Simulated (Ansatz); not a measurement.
Take Ta in the bcc (W type) structure (space group Im-3m, No. 229; a = 3.305 Å) as the base.

Computed with Ansatz (a first-principles code), r2SCAN, PAW, cutoff 500 eV, no spin-orbit coupling, earlier PAW set.

Before the change:

The shortest interatomic distance is 2.862 Å.

The change: hydrostatic tension (pressure −1 GPa).

**Question.** How does this affect the shortest interatomic distance?

**Answer.** The shortest interatomic distance grows by 0.005 Å, from 2.862 Å to 2.867 Å.

Load acts through the strain it causes; cell and atoms are relaxed under it. No phonon test of stability was made. All final runs are without spin polarisation.
